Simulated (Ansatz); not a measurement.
Density of states of a (001) slab of Mg(BH4)2 (cut from a parent of space group no. 164; 11 atoms in the cell).

```yaml
crystal:
  lattice:
    - [4.27702, 0.00000, 0.00000]
    - [-2.13851, 3.70401, 0.00000]
    - [0.00000, 0.00000, 19.12550]
  atoms:
    - { symbol: Mg, position: [0.00000, 0.00000, 0.50000] }
    - { symbol: B, position: [0.66667, 0.33333, 0.44266] }
    - { symbol: B, position: [0.33333, 0.66667, 0.55734] }
    - { symbol: H, position: [0.36125, 0.18063, 0.41829] }
    - { symbol: H, position: [0.63875, 0.81937, 0.58171] }
    - { symbol: H, position: [0.81937, 0.18063, 0.41829] }
    - { symbol: H, position: [0.18063, 0.81937, 0.58171] }
    - { symbol: H, position: [0.81937, 0.63875, 0.41829] }
    - { symbol: H, position: [0.18063, 0.36125, 0.58171] }
    - { symbol: H, position: [0.66667, 0.33333, 0.50644] }
    - { symbol: H, position: [0.33333, 0.66667, 0.49356] }
```

Computed with LDA (PW92), default PAW files made with PBE (plane waves; Ansatz, a program for electronic structure).

SCF settings: kpoints.mp_grid.grid = 7 7 1; hamiltonian.xc = lda; hamiltonian.pseudopotentials = {kind: paw} (the program's default PAW files); scf.occupations.method = cold; scf.occupations.width = 0.272 eV. Keys of the DOS step: output.dos.nscf_kmesh.grid = 11 11 1; output.dos.method = {smearing: {sigma: 0.1}} eV.

The starting cell comes from a database of computed structures (which also holds hypothetical and non-ambient phases and stackings), without a prior relaxation at this level. The slab is cut from that crystal, and its faces are unrelaxed. Spin polarisation is off, though cut faces can carry moments; a gap of a slab can lie between surface states.

Total DOS (both spins), as means of the tabulated values in each energy bin; the zero is the program's Fermi level or highest filled level, and the curve is cut to this window:

```
E (eV) | states/eV/cell
    -7.88 |  0.00
    -7.62 |  0.00
    -7.38 |  0.00
    -7.12 |  0.00
    -6.88 |  0.00
    -6.62 |  0.00
    -6.38 | ## 0.46
    -6.12 | ########### 2.62
    -5.88 | ####### 1.72
    -5.62 | ############# 3.13
    -5.38 | ########### 2.70
    -5.12 | ########## 2.46
    -4.88 | ############## 3.38
    -4.62 | ###################### 5.35
    -4.38 | ######### 2.18
    -4.12 | ############## 3.44
    -3.88 | ############# 3.20
    -3.62 | ##################### 4.89
    -3.38 | ########################## 6.26
    -3.12 | ######################### 6.00
    -2.88 | # 0.20
    -2.62 |  0.00
    -2.38 |  0.00
    -2.12 |  0.00
    -1.88 |  0.00
    -1.62 |  0.00
    -1.38 |  0.00
    -1.12 |  0.00
    -0.88 |  0.00
    -0.62 |  0.00
    -0.38 |  0.00
    -0.12 |  0.00
     0.12 |  0.00
     0.38 |  0.00
     0.62 |  0.00
     0.88 |  0.00
     1.12 |  0.00
     1.38 |  0.00
     1.62 |  0.00
     1.88 |  0.00
     2.12 |  0.00
     2.38 |  0.00
     2.62 |  0.08
     2.88 | ## 0.38
     3.12 | #### 0.85
     3.38 | ############# 3.07
     3.62 | ######## 1.80
     3.88 | ############# 2.99
     4.12 | ############ 2.74
     4.38 | ################## 4.19
     4.62 | ################## 4.19
     4.88 | ############# 3.09
     5.12 | ################## 4.27
     5.38 | #################### 4.74
     5.62 | ################ 3.84
     5.88 | ############################## 7.14
```

The gap on the SCF mesh is 5.74 eV.

Keys are those of Ansatz 0.2.
